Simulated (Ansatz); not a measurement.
# Nb: energy against strain

Nb (bcc, Im-3m, 17.530 Å³/atom at rest, cube axes along x, y and z) under a strain ε along a cube axis (axis z), the other axes held. PBEsol in Ansatz, a plane-wave DFT program (PAW, default set), 420 eV, 28×28×28 Γ-centred mesh, Fermi-Dirac smearing 0.10 eV; ions are relaxed within the symmetry of each cell.

Here s stands for strain and y for E less E0.

```
strain (%)  E less E0 (meV/atom)
----------  --------------------
-3.00                          ?
-1.50                       2.85
-1.00                       1.16
-0.50                       0.22
0.00                        0.00
0.50                        0.49
1.00                        1.69
1.50                        3.56
```

Q: Using a parabola, estimate the missing y at s = -3.00 from the other rows, showing the fit.

A: Least squares gives y = 0.000 + 0.2471·s + 1.4248·s². Residuals (row less fit): 0.015, -0.018, -0.013, 0.000, 0.010, 0.018, -0.016; standard error 0.019 (degrees of freedom: 4). Twice the quadratic coefficient over the volume, 2 × 1.4248 meV × 10⁴ × 0.1602 / 17.530 Å³, is the elastic constant C11 = 260 ± 1.5 GPa. At the withheld row, y = 0.000 + 0.2471 × (-3.0) + 1.4248 × (-3.0)² = 12.082 meV/atom. The calculation gives 12.40 meV/atom, 0.318 meV/atom above the prediction (2.6 % of the range of y in the table). The row lies outside the fitted rows, so this is an extrapolation. From the scatter of the fitted rows alone, a prediction at this place has a standard error of 0.071 meV/atom, so the miss is 4.5 times that.

One order more, fitted to all 13 runs of the series, follows each within 0.01, so the miss is the next term of a smooth law. In a metal these values are sensitive to mesh and smearing; energies are taken to zero smearing, stresses follow the free energy. Rows are the converged runs of the series near zero and its far end; series whose fitted rows scatter by over a few per cent of the range, as at a crossing or softening among them, aren't shown in this form. Most that stay on the fit to the last digits aren't either.
